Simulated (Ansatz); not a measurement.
Sn on the 1x1 (111) surface of fcc Pt, one in a 3x3 cell, energies for each (61.4 Å²). Energies are against an atom of beta tin, without zero-point or thermal terms; each row is named by its start.

The numbers are results of PBE (plane waves to 420 eV, PAW; Ansatz, a quantum-chemistry and plane-wave program), not measurements.

Set-up: 37 atoms, 6.9 Å thick at the start under the adsorbate (thin: gaps and levels are the slab's own); mesh 4x4x1; 0.1 eV smearing; dipole correction on; 18 atoms held, the rest relaxed; each run with such symmetry as its start has; spin where the adsorbate may keep a moment, no spin-orbit, no U, no dispersion correction.

A negative adsorption energy means that the adsorbate is more stable on the surface than in its reference. Heights count from the host atoms within 0.3 Å of the top one.

```csv
starting site,E_ads (eV),height (Å),nearest host atom (Å),bonded to,Δ work function (eV),lateral drift (Å),moment (μB)
top Pt,-0.77,2.30,Pt 2.47,Pt,-1.21,0.0,0.0
hollow Pt-Pt-Pt over Pt at depth 2.3 Å,-1.78,2.12,Pt 2.67,3 Pt,-0.88,0.0,–
hollow Pt-Pt-Pt over Pt at depth 4.6 Å,-1.78,2.13,Pt 2.67,3 Pt,-0.88,0.0,–
```
